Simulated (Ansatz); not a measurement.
The parent structure is WSe₂ (space group P6_3/mmc, No. 194; a = 3.2305 Å, c = 12.4111 Å; layered, stacked along the Cartesian z axis). Axes: x lies along a and z along c of the hexagonal cell.

The values are results of Ansatz (a program for electronic structure), PBEsol-D3(BJ), PAW, cutoff 420 eV, no spin-orbit coupling, not measurements.

For the base:

| Item | Result |
|---|---|
| Width of the top valence band | 1.64 eV |

Modification: biaxial strain +1.80 %, plane normal [001], relaxed out of plane (Cartesian); in-plane vectors clamped, the third vector and the atoms free.

Q: Estimate the effect on the width of the top valence band and in-plane stress.

A: The width of the top valence band goes up by 0.08 eV to 1.72 eV; the mean in-plane stress (compression positive) comes out as -4.3 GPa.

Spin-orbit coupling, missing from the scalar runs, can matter with W. The levels and masses belong to the bands next to the band gap. No phonon test of stability was made.
